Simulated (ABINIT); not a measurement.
ABINIT 10.0.3, DFT, PBE, plane waves, JTH v2.0 PBE PAW: wurtzite ZnO (Zn4O4), 8 atoms. Basis and mesh were picked for this test and aren't claimed converged.

```
Property                                                      Result
----------------------------------  --------------------------------
cell                                6.50, 3.25, 5.21 Å; 90, 90, 120°
task                                                             scf
ecut                                                           22 Ha
pawecutdg                                                      44 Ha
nband                                                             40
k mesh (ngkpt)                                                 6×6×6
shiftk                                                         0×0×0
nstep                                                            100
tolvrs                                                         1e-09
occopt                                                             7
tsmear                                                      0.002 Ha
diemac                                                            12
prtwf                                                              0
prtden                                                             0
paral_kgb                                                          1
ranks over bands (npband)                                          1
ranks over FFT planes (npfft)                                      1
bands a rank in one block (bandpp)                                40
wfoptalg                                                         114
nline                                                    4 (default)
iscf                                                    17 (default)
npulayit                                                 7 (default)
diemix                                                 0.7 (default)
dielng                                             1.07748 (default)
kptopt                                                   1 (default)
k-points after symmetry                                           64
bands                                                             40
symmetry operations                                                8
```

Machine A. Hardware: Intel Xeon 6 (Granite Rapids), 96 cores on 1 socket, 2 hardware threads a core, 3 L3 cache groups, 3 NUMA nodes.

Machine B. It runs on a single node (AMD EPYC (Zen 5), 96 cores on 1 socket, no SMT, 12 L3 cache groups; 94 cores' worth of CPU time may be used).

Wall times, medians of two to five repeats, each run alone on the node (launch to exit). Unless noted, each process is bound to its own block of adjacent cores. The build: conda-forge: MPICH, OpenBLAS, FFTW3, no OpenMP, no ScaLAPACK; another build can shift the numbers. Scratch files lie in a memory file system.

On machine A:

| run | wall time on A |
|---|---|
| 32 ranks, np_spkpt = 32 | 16 s |
| 16 ranks × 2 threads, np_spkpt = 16 | 24 s |
| 8 ranks × 4 threads, np_spkpt = 8 | 39 s |
| 4 ranks × 8 threads, np_spkpt = 4 | 72 s |

Task: What do these runs take on the other node, and does the best choice change?

Result: 
| run | A | B | B over A |
|---|---|---|---|
| 32 ranks, np_spkpt = 32 | 16 s | 13 s | 0.82 |
| 16 ranks × 2 threads, np_spkpt = 16 | 24 s | 18 s | 0.75 |
| 8 ranks × 4 threads, np_spkpt = 8 | 39 s | 28 s | 0.72 |
| 4 ranks × 8 threads, np_spkpt = 4 | 72 s | 51 s | 0.71 |

B takes 0.71 to 0.82 times the time of A. The shortest run is 32 ranks, np_spkpt = 32 on both.
